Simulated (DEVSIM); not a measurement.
Structure: GaAs p-i-n diode, at 300 K.

```csv
layer (left to right),material,thickness (μm),Nd (cm⁻³),Na (cm⁻³),τn (s),τp (s)
1,GaAs,0.480,-,3.7e17,9.7e-8,9.7e-8
2,GaAs,1.10,6.3e13,-,9.7e-8,9.7e-8
3,GaAs,0.630,1.2e17,-,9.7e-8,9.7e-8
```

Left contact: ohmic. Right contact: ohmic. Voltage is applied to the left contact. Recombination: SRH at mid-gap. Mobility is μmin + (μ − μmin)/(1 + (N/Nref)^α).

This is a model device: material constants are rounded textbook-type values typed into the input, and sizes, dopings and lifetimes were drawn at random. Values at 300 K.

```tsv
parameter	GaAs
gap (eV)	1.424
affinity (eV)	4.07
permittivity	12.9
Nc (cm⁻³)	4.7e17
Nv (cm⁻³)	9e18
μn (cm²/Vs)	8500
μp (cm²/Vs)	400
μn,min	500
μp,min	20
Nref,n	6e16
Nref,p	1.5e17
αn	0.39
αp	0.38
```

Simulated with DEVSIM: 1D drift-diffusion, Boltzmann statistics, complete ionisation; no tunnelling, impact ionisation, image-force lowering or self-heating.

Tabulate band edges, carrier densities and field at -20.0 V on the left contact.

Energies count from the Fermi level of the right contact; mesh points crowd at the junctions.

| x (μm) | Ec (eV) | Ev (eV) | n (cm⁻³) | p (cm⁻³) | field (V/cm) |
|---|---|---|---|---|---|
| 0.000 | 21.341 | 19.917 | < 1e2 | 3.7e17 | ≈ 0 |
| 0.02696 | 21.341 | 19.917 | < 1e2 | 3.7e17 | ≈ 0 |
| 0.07717 | 21.341 | 19.917 | < 1e2 | 3.7e17 | ≈ 0 |
| 0.1818 | 21.341 | 19.917 | < 1e2 | 3.7e17 | ≈ 0 |
| 0.3637 | 21.341 | 19.917 | < 1e2 | 3.7e17 | ≈ 0 |
| 0.4355 | 21.337 | 19.913 | < 1e2 | 3.1e17 | -6400 |
| 0.4699 | 21.149 | 19.725 | < 1e2 | 2.2e14 | -130000 |
| 0.5018 | 20.594 | 19.170 | < 1e2 | 100000 | -180000 |
| 0.5533 | 19.657 | 18.233 | < 1e2 | < 1e2 | -180000 |
| 0.6535 | 17.835 | 16.411 | < 1e2 | < 1e2 | -180000 |
| 0.8717 | 13.871 | 12.447 | < 1e2 | < 1e2 | -180000 |
| 1.285 | 6.378 | 4.954 | < 1e2 | < 1e2 | -180000 |
| 1.452 | 3.341 | 1.917 | < 1e2 | < 1e2 | -180000 |
| 1.530 | 1.946 | 0.522 | < 1e2 | < 1e2 | -180000 |
| 1.577 | 1.093 | -0.331 | < 1e2 | < 1e2 | -180000 |
| 1.600 | 0.707 | -0.717 | 630000 | < 1e2 | -150000 |
| 1.644 | 0.218 | -1.206 | 1.0e14 | < 1e2 | -73000 |
| 1.738 | 0.036 | -1.388 | 1.2e17 | < 1e2 | -240 |
| 1.974 | 0.035 | -1.389 | 1.2e17 | < 1e2 | ≈ 0 |
| 2.108 | 0.035 | -1.389 | 1.2e17 | < 1e2 | ≈ 0 |
| 2.171 | 0.035 | -1.389 | 1.2e17 | < 1e2 | ≈ 0 |
| 2.210 | 0.035 | -1.389 | 1.2e17 | < 1e2 | ≈ 0 |
